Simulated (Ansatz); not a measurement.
InP (F-43m) under uniaxial stress along [111] (compression positive): electron conductivity mass by r2SCAN with spin-orbit coupling, rigid bands (plane waves, PAW; Ansatz, an electronic-structure program). The unloaded cell, whose axes the loads refer to:

```
InP
1.0
    0.00000     2.95332     2.95332
    2.95332     0.00000     2.95332
    2.95332     2.95332     0.00000
In P
1 1
Direct
  0.00000   0.00000   0.00000
  0.25000   0.25000   0.25000
```

| uniaxial stress along [111] (compression positive) (GPa) | volume per atom (Å³) | electron conductivity mass (mₑ) |
|---|---|---|
| -2 | 26.02 | ? |
| -1 | 25.89 | 0.0823 |
| 0 | 25.76 | 0.0842 |
| 1 | 25.64 | 0.0859 |
| 2 | 25.51 | 0.0874 |

**Question.** Fit a straight line to ln(electron conductivity mass) against the load over the rows given, and predict the row at -2 GPa.

**Answer.** The means are x̄ = 0.500 GPa and ȳ = -2.4659; Σ(x − x̄)(y − ȳ) = 0.1002 and Σ(x − x̄)² = 5.000, so the slope is 2.00 % per GPa, and the rows given lie within 0.14 % of the line. At -2 GPa the line gives 0.0808 mₑ; the calculation gives 0.0802 mₑ, 0.72 % from it.

Masses are for dilute carriers at 300 K, harmonic means over directions unless an axis is named. Stresses and pressures are the targets of the relaxation. The structure type is held at every load. Geometry: cell and atoms relaxed with r2SCAN.
